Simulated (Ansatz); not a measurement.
Input:

```
HfO2
1.0
    3.43018     0.00000     0.00000
    0.00000     3.43018     0.00000
    1.71509    -1.71509     2.53321
Hf O
1 2
Direct
  0.00000   0.00000   0.00000
  0.75000   0.75000   0.50000
  0.25000   0.25000   0.50000
```

No spin polarisation.

Method: LDA in Ansatz (plane waves to 420 eV, PAW, no SOC). Γ-centred 11×11×11 mesh, Fermi–Dirac width 0.05 eV.

Task: Predict the pressure, gap character and band gap.

Result: Pressure (mean of the normal stresses, compression positive): 15.03 GPa
Gap character: indirect, X → Γ
Band gap: 3.29 eV

With Hf present, leaving out spin-orbit coupling can change the band edges. The cells carry an imposed strain or load. No phonon test of stability was made. The cell was made from HfO$_{2}$ in the fluorite structure (space group Fm-3m, No. 225) by this change: biaxial strain −3.00 %, plane normal [001], relaxed out of plane. This is not the structure that HfO2 has at room temperature and ambient pressure.

Ansatz is an electronic-structure program.
